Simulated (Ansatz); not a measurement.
The starting structures come from a database of crystals and need not be the phases stable at ambient conditions.

 Where the default PAW files enter, the runs use the earlier of Ansatz's two default sets.

Tunnelling through a barrier is set by its complex band structure: the current falls as exp(−2κd) with the smallest κ.

Given:

```
CELL_PARAMETERS angstrom
      4.05849     0.00000     0.00000
      0.00000    13.17598    -0.05027
      0.00000     5.43814     6.46178
ATOMIC_POSITIONS crystal
  Sb 0.25000 0.62373 0.00120
  Sb 0.75000 0.37627 0.99880
  Sb 0.75000 0.12373 0.75135
  Sb 0.25000 0.87627 0.24865
  S  0.25000 0.95173 0.89050
  S  0.75000 0.04827 0.10950
  S  0.75000 0.45173 0.20603
  S  0.25000 0.54827 0.79397
  I  0.25000 0.32934 0.68035
  I  0.75000 0.67066 0.31965
  I  0.75000 0.82934 0.66096
  I  0.25000 0.17066 0.33904
```

Space group of this cell: Pnma. The cell was relaxed by PBE-D3(BJ); by PBEsol its mean pressure is -0.5 GPa.

Transport runs along the normal of the first two printed cell vectors.

The gap is the functional's own, uncorrected, and κ follows it; spin-orbit coupling is left out. Mid-gap values are interpolated between the computed energies.

### Question
Compute, with PBEsol (Ansatz, a first-principles code), the band gap and the smallest decay constant κ at mid-gap.

### Answer
Gap 1.50 eV on a 8×6×6 mesh; κ = 0.193 1/Å, at (0.000, 0.250) of the in-plane reciprocal vectors. At the zone centre, at the nearest computed energy, the slowest state has κ = 0.21 1/Å.
